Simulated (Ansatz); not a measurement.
Take Mo in the bcc (W type) structure (space group Im-3m, No. 229; a = 3.1301 Å; relaxed with 0.1 eV smearing) as the base.

Computed with Kohn–Sham DFT with the PBEsol functional, run in Ansatz (a first-principles code) with PAW and 420 eV plane waves, no SOC, earlier PAW set.

For the base:

- Pressure = 0.0 GPa
- Band gap = zero

One thing is altered: every lattice vector is stretched by 1.10 %; the atoms relax in the strained cell.

**Question.** What happens to the pressure?

**Answer.** The pressure goes from zero to -8.6 GPa.

**Question.** How does this affect the energy relative to the base?

**Answer.** The energy increases by 14 meV/atom.

**Question.** How does this affect the band gap?

**Answer.** The band gap is still zero.

No phonon test of stability was made. All final runs are without spin polarisation.
